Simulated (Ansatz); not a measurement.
For CuZn (Pm-3m), PBEsol, DFPT electron-phonon coupling, linearised Boltzmann equation in Ansatz (a quantum-chemistry and plane-wave program) gives a transport coupling λ_tr = 0.352 and a Drude plasma energy ħω_p = 9.55 eV.

Problem. Estimate the resistivity at 300 K from the high-temperature formula ρ = 2π λ_tr k_B T / (ħ ε₀ ω_p²), and say how the full Boltzmann solution compares.

Solution. The scattering rate is 1/τ = 2π λ_tr k_B T/ħ = 8.69e13 s⁻¹ and ω_p = 1.45e16 s⁻¹, so ρ ≈ 4.66 μΩ·cm. The Boltzmann solution gives 4.41 μΩ·cm, 0.95 times the estimate.

A metal at this level (no band gap). Only scattering by harmonic phonons is included (no impurities, grain boundaries, electron-electron scattering or thermal expansion). Spin-orbit coupling is left out. The self-energy correction of the phonons between q points moved λ by 8 %. The squared frequency of the phonon mode least converged on the k mesh is uncertain by 23 %. Halving the electron mesh (28x28x28) moves the resistivity by up to 7 % at 300 K, the coupling by up to 2 %. Smearing 0.20 eV; phonons on a 5x5x5 q mesh, which this run doesn't test.
